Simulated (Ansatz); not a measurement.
Start from KTaO$_{3}$ in the cubic perovskite structure (space group Pm-3m, No. 221; a = 3.985 Å).

Level of theory: PBEsol/PAW in Ansatz (an electronic-structure program), spin-orbit coupling left out.

Strains are applied to the cell and any free atomic positions relax.

One change was made to it. Results:

```json
[
 {"quantity": "energy relative to the base (free energy F)", "base": "0 meV/atom", "after": "+2.6 meV/atom"},
 {"quantity": "band gap", "base": "2.14 eV", "after": "2.10 eV"},
 {"quantity": "pressure", "base": "0.00 GPa", "after": "-3.50 GPa"}
]
```

Problem. Which change produced these results?
A. isotropic strain +0.60 %
B. isotropic strain +1.80 %
C. isotropic strain +1.20 %

Solution. A, isotropic strain +0.60 %. For comparison, the energy relative to the base in the other runs: isotropic strain +1.80 % gives +22 meV/atom; isotropic strain +1.20 % gives +10 meV/atom.

With Ta present, leaving out spin-orbit coupling can change the band edges. Whether these cells are dynamically stable was not tested.
